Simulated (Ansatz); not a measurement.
AlAs (F-43m), HSE06 with spin-orbit coupling, rigid bands (Ansatz, an electronic-structure program). Band gap 1.99 eV, N_c = 1.64e19 cm⁻³ and N_v = 2.29e19 cm⁻³ at 300 K, conductivity masses of 0.320 mₑ (electrons) and 0.565 mₑ (holes). Take k_BT = 0.02585 eV.

### Question
What built-in voltage has an abrupt junction with N_A = 1e17 and N_D = 1e18 cm⁻³, all dopants ionised?

### Answer
V_bi = E_g/e − (k_BT/e) ln(N_c N_v/(N_A N_D)) = 1.99 − 0.02585 × 8.23 = 1.78 V, for the computed gap.

### Question
A film of it is 2 nm thick. Estimate the confinement energies in an infinite well.

### Answer
ħ²π²/(2m t²) = 0.376 eV·nm²/(m/mₑ × t²) gives 294 meV for electrons and 166 meV for holes, so the gap would widen to about 2.45 eV. Finite barriers and nonparabolic bands lower this, and with several valleys or bands the heaviest mass along the normal sets the lowest level, not this average.

### Question
Find the intrinsic carrier density and the intrinsic Fermi level.

### Answer
n_i = √(N_c N_v) exp(−E_g/2k_BT) = 1.94e19 × exp(−38.49) = 3.7e2 cm⁻³. The level lies (k_BT/2) ln(N_v/N_c) = 4 meV from mid-gap (positive towards the conduction band). Each 0.1 eV added to the gap lowers n_i by a factor of 6.9.

Rigid bands with the computed gap; masses take one relaxation time for all states. Geometry: cell and atoms relaxed with PBEsol.
